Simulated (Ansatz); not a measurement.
**ZrN under load (space group I4/mmm): band-structure transport figures**

Given:

```
ZrN
1.0
    0.00000     2.27801     2.26770
    2.27801     0.00000     2.26770
    2.27801     2.27801     0.00000
Zr N
1 1
Cartesian
  2.27801   2.27801   2.26770
  0.00000   0.00000   0.00000
```

Method: PBEsol, rigid bands (plane waves, PAW, scalar-relativistic; Ansatz, an electronic-structure program). Condition of this run: uniaxial stress zz = 2 GPa (compression positive) (the target of the relaxation). Cell: cell and atoms relaxed with PBEsol, then loaded as said.

The density of states at the Fermi level is 0.648 states/(eV·cell), both spins and the bare Sommerfeld coefficient is 0.76 mJ/(mol of atoms·K²). The drude plasma energy is 8.9 eV and the root-mean-square Fermi velocity is 1.1e6 m/s. The resistivity times τ comes out as 6.1 ×10⁻²² Ω·m·s.

A metal at this level (no band gap); rigid bands, thermally averaged at 300 K, both spins. Spin-orbit coupling is left out. τ is one relaxation time for all states.
